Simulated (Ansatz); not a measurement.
Take KF in the rock salt structure (space group Fm-3m, No. 225; a = 5.307 Å) as the base.

One thing is altered: every lattice vector is stretched by 1.00 %; the atoms relax in the strained cell.

All numbers come from plane-wave PAW DFT at the PBEsol level (Ansatz, a program for electronic structure, 420 eV), spin-orbit coupling left out.

Base, band edges from the VBM (valence, conduction): X -0.05, 8.13; W -0.16, 9.71; L -0.37, 9.07; Γ 0.00, 6.15; K -0.19, 8.91; U -0.19, 8.91 eV.

Give the band edges at the high-symmetry points of the new zone, measured from its valence-band maximum.


| point | valence edge (eV) | conduction edge (eV) |
|---|---|---|
| Γ | 0.00 | 6.00 |
| X | -0.06 | 8.11 |
| U | -0.20 | 8.84 |
| K | -0.20 | 8.84 |
| L | -0.35 | 8.95 |
| W | -0.17 | 9.61 |

The gap is 6.00 eV, direct at Γ.

No phonon test of stability was made.
